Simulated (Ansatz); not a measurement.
System: interstitial Li in diamond (charge state +1). Level of theory: PBE, PAW (plane waves to 420 eV; Ansatz, a quantum-chemistry and plane-wave program).

216-site cell at the relaxed PBE lattice, the Γ point alone, smearing 0.01 eV, spin-restricted, no finite-size correction. Static, classical nuclei. The host's phase is taken as given; its stability against other phases was not computed. The charge state is imposed; whether it is stable for some Fermi level was not computed. Sites that were not tried may lie lower.

The step: a direct jump of one Li atom; the atom moves 1.55 Å along (-0.25, 0.25, -0.25) of the unit cell; the moving atom starts with neighbours 4 C at 1.63, 6 C at 1.84 Å and ends with 4 C at 1.63, 6 C at 1.84 Å. On the band's own sampling the forward barrier is 1.82 eV. Harmonic modes of the moving Li atom alone, all others held, come from finite differences of 0.015 Å. The saddle point's order was not checked, and it lies on a symmetry element of the cell, where a band can be held.

Q: Which three frequencies does the atom have at the start and at the saddle point?

A: start 30.6, 30.6, 30.6 THz; saddle point 21.0i, 41.1 and 41.1 THz.

Q: What attempt frequency and zero-point change of the barrier follow from these modes alone, and what classical rate at 700 K?

A: ν = (30.6 × 30.6 × 30.6) / (41.1 × 41.1) ≈ 17 THz. The zero-point energy changes the barrier by h/2 × (82.1 − 91.8) THz = -0.020 eV. The classical rate is ν exp(−1.82/0.0603) ≈ 1 s⁻¹. One atom's modes give a rough prefactor, not that of the whole cell.
